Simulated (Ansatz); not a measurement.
We consider Ti2Ag (I4/mmm, No. 139; cell taken from a computed entry), described by PBEsol (PAW; Ansatz, a program for electronic structure).

Settings: plane-wave cutoff 520 eV, 26×26×26 k mesh, Fermi–Dirac smearing 0.05 eV, no spin polarisation, scalar-relativistic PAW data made under PBE.

Cell (relaxed at this level):

```
CELL_PARAMETERS angstrom
     -1.44792     1.44792     5.93596
      1.44792    -1.44792     5.93596
      1.44792     1.44792    -5.93596
ATOMIC_POSITIONS crystal
  Ti 0.32846 0.32846 0.00000
  Ti 0.67154 0.67154 0.00000
  Ag 0.00000 0.00000 0.00000
```

Predict the bulk modulus.


bulk modulus: 124 GPa

The run finds no gap.

Note: the bulk modulus is −V dP/dV from two relaxed cells at ±2 % in volume; the relaxation could not lower the start's symmetry, so the cell can be a saddle point above a distorted one.

Computed values are for the static lattice.
